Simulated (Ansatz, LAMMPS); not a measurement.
Σ51 (1 1 10) [1-10] symmetric tilt, annealed from start 1, in Ge (diamond structure)

Cell 41.14 × 16.29 × 26.44 Å, Ge720, 720 atoms. Prepared with Tersoff's 1989 multicomponent potential (SiCGe.tersoff) (LAMMPS): 40 ps at 1300 K, cooling over 40 ps and minimisation with the cell free along the normal, at the potential's lattice parameter; then scaled to the PBE one. 

The numbers are results of PBE, support functions at accuracy medium on the grid of 370 eV (norm-conserving potentials; Ansatz, a program for electronic structure), not measurements.

Basis: localised support functions (accuracy medium) on a full density matrix. k-points: zone centre alone; occupations: Fermi-Dirac, 0.020 eV; spin polarisation not allowed. No spin-orbit coupling.

Geometry partly relaxed: the largest remaining force component is 0.306 eV/Å.

```json
{
  "energy over the perfect crystal(s), per atom": "79 meV/atom",
  "boundary energy (mean of two; the reference samples k-space alike but not identically)": "0.68 J/m²",
  "electronic_character_of_the_cell": "no gap resolved at this smearing",
  "coordination (neighbours within 2.983 Å)": "0.1 % 3-fold, 94.2 % 4-fold, 5.7 % 5-fold",
  "Ge-Ge bonds, mean ± spread": "2.526 ± 0.069 Å",
  "bond angles, mean ± spread": "108.9° ± 10.1°",
  "pressure": "-0.54 GPa",
  "cost_of_the_final_run": "about 60 core-minutes (a rough figure), 14 SCF iterations, 15 GiB"
}
```
